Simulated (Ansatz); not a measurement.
System: GaN (model structure, started from the BeO type, P4₂/mnm, No. 136, 8 atoms in the cell). Method: PBEsol in Ansatz (PAW).

Run with plane-wave cutoff 520 eV, 6×6×10 k mesh (along the axes of the cell as run), Fermi–Dirac smearing 0.01 eV, scalar-relativistic PAW data made under PBE.

Cell (relaxed at this level):

GaN is modelled in the tetragonal space group P4₂/mnm (No. 136), Pearson symbol tP8. Cell: a = 5.4701 Å, b = 5.4701 Å, c = 3.1830 Å, α = 90.00°, β = 90.00°, γ = 90.00°. Ga on 4g sees 4 N at 1.917–1.980 Å. N on 4f is coordinated by 4 Ga at 1.917–1.980 Å. (Neighbours: up to the widest gap in distance over summed covalent radii, below 1.35, at either atom; cation-cation and far metal-metal contacts left out.)

**Question.** What does this level give for the band gap and smallest direct gap on the k points sampled?

**Answer.** 
* **band gap**: 1.88 eV
* **smallest direct gap on the k points sampled**: 1.88 eV

Note: the relaxation could raise the start's symmetry but not lower it, so the cell can be a saddle point.

Spin–orbit coupling is not included.

Computed values are for the static lattice.

A model structure was made by putting elements into a prototype or built by hand; it is no filed structure, need not be a known phase, and can be a saddle point held by its symmetry.

Ansatz is a program for electronic structure.
